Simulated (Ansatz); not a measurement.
The starting structures come from a database of crystals and need not be the phases stable at ambient conditions.

Tunnelling through a barrier is set by its complex band structure: the current falls as exp(−2κd) with the smallest κ.

Here is the system:

```
CELL_PARAMETERS angstrom
      3.54527     0.00000     0.00000
      0.00000     4.40688     0.00000
      0.00000     0.00000    11.59200
ATOMIC_POSITIONS crystal
  V  0.00000 0.88727 0.14786
  V  0.00000 0.88727 0.85214
  V  0.50000 0.11273 0.35214
  V  0.50000 0.11273 0.64786
  O  0.00000 0.99673 0.00000
  O  0.50000 0.00327 0.50000
  O  0.00000 0.52791 0.14473
  O  0.00000 0.52791 0.85527
  O  0.50000 0.47209 0.35527
  O  0.50000 0.47209 0.64473
  O  0.50000 0.99605 0.18119
  O  0.50000 0.99605 0.81881
  O  0.00000 0.00395 0.31881
  O  0.00000 0.00395 0.68119
```

Space group of this cell: Pmmn. The cell was relaxed by PBE-D3(BJ); by r2SCAN its mean pressure is -2.9 GPa.

Transport runs along the normal of the first two printed cell vectors.

The gap is the functional's own, uncorrected, and κ follows it; spin-orbit coupling is left out. Mid-gap values are interpolated between the computed energies.

Estimate the band gap and the smallest decay constant κ at mid-gap that r2SCAN (Ansatz, a first-principles code) returns for this system.

Gap 2.17 eV on a 8×8×4 mesh; κ = 0.382 1/Å, at (0.375, 0.000) of the in-plane reciprocal vectors. At the zone centre, at the nearest computed energy, the slowest state has κ = 0.52 1/Å.
